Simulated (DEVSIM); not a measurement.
Structure: Cr/SiO2/n-Si capacitor, at 300 K.

| layer (left to right) | material | thickness (nm) | Nd (cm⁻³) |
|---|---|---|---|
| 1 | SiO2 | 1.60 | - |
| 2 | Si | 4400 | 1.7e16 |

Metal gate on the left, work function 4.5 eV. Fixed charge at the semiconductor interface 0 cm⁻² (in units of +e); no interface traps.

This is a model device: material constants are rounded textbook-type values typed into the input, and sizes, dopings and lifetimes were drawn at random. Values at 300 K.

```tsv
parameter	SiO2	Si
gap (eV)	9	1.124
affinity (eV)	0.9	4.05
permittivity	3.9	11.7
Nc (cm⁻³)	-	2.86e19
Nv (cm⁻³)	-	3.1e19
```

Simulated with DEVSIM: 1D Poisson equation in equilibrium, Boltzmann statistics, complete ionisation; no quantum confinement or tunnelling. Metal contacts follow the ideal Schottky-Mott rule: no Fermi-level pinning, no interface dipoles.

The substrate doping was swept, all else fixed.

| substrate doping (cm^-3) | flat-band voltage (V) | minimum of the low-frequency capacitance (μF/cm²) | threshold voltage (band bending 2φF) (V) |
|---|---|---|---|
| 8.5e14 | 0.18 | 0.0126 | -0.41 |
| 1.7e15 | 0.20 | 0.0174 | -0.43 |
| 3.4e15 | 0.22 | 0.0241 | -0.45 |
| 8.5e15 | 0.24 | 0.0353 | -0.48 |
| 1.7e16 | 0.26 | ? | ? |
| 3.4e16 | 0.28 | 0.0662 | -0.54 |

Complete the blanks.


- 1.7e16, minimum of the low-frequency capacitance (μF/cm²): 0.0480
- 1.7e16, threshold voltage (band bending 2φF) (V): -0.51
